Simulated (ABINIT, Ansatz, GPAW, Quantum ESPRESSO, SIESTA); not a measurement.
## TiP (P6_3/mmc, 4 atoms in the cell) computed with different codes at matched settings

Self-consistent single point.

```
TiP
1.0
    4.23391     0.00000     0.00000
   -2.11695     3.66667     0.00000
    0.00000     0.00000     4.87092
Ti P
2 2
Direct
  0.66667   0.33333   0.75000
  0.33333   0.66667   0.25000
  0.33333   0.66667   0.75000
  0.66667   0.33333   0.25000
```

Shared settings, as Ansatz (a program for electronic structure) writes them: kpoints.mp_grid.grid = 3 3 2; scf.occupations.method = fermi_dirac; scf.occupations.width = 0.1 eV. Potentials and cutoffs stand in the table.

| code | model | pressure (GPa) | cutoff |
|---|---|---|---|
| GPAW | PBEsol, GPAW PAW datasets PBEsol (made by gpaw-setup) | -4.30 | 800 eV |
| ABINIT | PBEsol, PAW (JTH v2.0 PBE PAW, files made for PBE) | -4.35 | 816 eV |
| Quantum ESPRESSO | PBEsol, GBRV 1.5 ultrasoft (PBESOL) pseudopotentials | -4.65 | 50 Ry |
| Ansatz | PBEsol, PAW files made with PBE | -4.65 | 420 eV |
| SIESTA | GGA PBEsol, numerical atomic orbitals TZP, PseudoDojo PBEsol standard norm-conserving potentials (rewritten from UPF to PSML) | -5.96 | grid 400 Ry |

On Ansatz's run: spin polarisation is off, so a magnetic state, if there is one, cannot be reached.

The spread over the programs that give each value: pressure within 1.66 GPa.

SIESTA uses small atom-centred bases, whose incompleteness enters pressures, forces and empty levels differently from a plane-wave cutoff. Ansatz's pressure is given at a fixed set of plane waves, as the other plane-wave codes print theirs. In the pressure, SIESTA (by 1.46) lies more than 1 GPa from the median of the plane-wave programs.

On the base mesh (9 9 7) the same programs gave: Ansatz pressure -3.46 GPa; Quantum ESPRESSO pressure -3.46 GPa; ABINIT pressure -3.15 GPa; GPAW pressure -3.11 GPa; SIESTA pressure -4.73 GPa.

The values differ from the base mesh's, so the mesh still matters here: the table compares the programs at equal settings.

The starting cell comes from a database of computed structures (which also holds hypothetical and non-ambient phases and stackings), without a prior relaxation at this level.

Left out of this page: CP2K (on another mesh); Elk and FLEUR (not drawn, or without a comparable value).

Keys are those of Ansatz 0.2.
